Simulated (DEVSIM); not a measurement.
Structure: illuminated Si n-on-p cell, one wavelength, with a back-surface field, at 400 K.

Layer 1 from the left is Si, thickness (μm) 0.270, Nd (cm⁻³) 6.7e17, τn (s) 5.6e-8, τp (s) 3.4e-8, absorption coefficient (cm⁻¹) 5900. Layer 2 from the left is Si, thickness (μm) 65.0, Na (cm⁻³) 7.8e15, τn (s) 2.8e-7, τp (s) 2.8e-7, absorption coefficient (cm⁻¹) 5900. Layer 3 from the left is Si, thickness (μm) 0.540, Na (cm⁻³) 9.5e18, τn (s) 2.8e-7, τp (s) 2.8e-7, absorption coefficient (cm⁻¹) 5900.

Left contact: ohmic, minority hole recombination velocity 60000 cm/s. Right contact: ohmic, minority electron recombination velocity 4e5 cm/s. Voltage is applied to the left contact. Recombination: SRH at mid-gap, radiative, Auger. Light enters at the left, 1e17 photons cm⁻² s⁻¹, one pass, no reflection. Mobility is μmin + (μ − μmin)/(1 + (N/Nref)^α).

This is a model device: material constants are rounded textbook-type values typed into the input, and sizes, dopings and lifetimes were drawn at random. Values at 300 K; Nc and Nv go as T^1.5, mobilities as T to minus their exponent, the gap by Varshni's rule with the affinity fixed.

Si: gap (eV) 1.124, affinity (eV) 4.05, permittivity 11.7, Nc (cm⁻³) 2.86e19, Nv (cm⁻³) 3.1e19, μn (cm²/Vs) 1417, μp (cm²/Vs) 470, μn,min 52, μp,min 45, Nref,n 9.7e16, Nref,p 2.2e17, αn 0.68, αp 0.72, T exponent of μn 2.3, T exponent of μp 2.2, B (cm³/s) 4.7e-15, Cn (cm⁶/s) 2.8e-31, Cp (cm⁶/s) 9.9e-32, Varshni α (eV/K) 0.000473, Varshni β (K) 636.

DEVSIM, 1D drift-diffusion, Boltzmann statistics, complete ionisation; no tunnelling, impact ionisation, image-force lowering or self-heating.

Dark forward current:

```csv
|V| (V),|J| (A/cm²)
0.05,3.041e-5
0.10,0.0001374
0.15,0.0005488
0.20,0.002205
0.25,0.009020
0.30,0.03709
0.35,0.1480
0.40,0.5255
0.45,1.483
0.50,3.295
0.55,6.278
0.60,11.24
0.65,20.23
0.70,37.65
0.75,71.06
0.80,131.5
0.85,233.9
0.90,394.6
0.95,629.4
1.00,949.7
1.05,1363
1.10,1871
1.15,2474
```

**Question.** Work out the local ideality factor n = ΔV / (kT/q · ln(J2/J1)) between the rows 0.15 and 0.20 V, 0.25 and 0.30 V, 1.10 and 1.15 V.

**Answer.** kT/q = 34.47 mV. From 0.15 to 0.20 V: ln(0.002205/0.0005488) = 1.391, n = 1.04, near the 1 of diffusion or emission over a barrier. From 0.25 to 0.30 V: ln(0.03709/0.009020) = 1.414, n = 1.03, near the 1 of diffusion or emission over a barrier. From 1.10 to 1.15 V: ln(2474/1871) = 0.279, n = 5.19.

**Question.** What current could the absorbed light give at most, and what share is collected?

**Answer.** Σ αd = 38.8, so qΦ(1 − exp(−Σ αd)) = 16.0 mA/cm². The simulated short-circuit current is 14.94 mA/cm², a share of 0.93.

**Question.** Estimate the open-circuit voltage by superposition: the voltage at which the dark current equals that short-circuit current.

**Answer.** Interpolating ln J in the table gives 0.268 V. The simulation gives 0.267 V, the same within the digits that matter. Superposition holds where collection doesn't change with voltage.
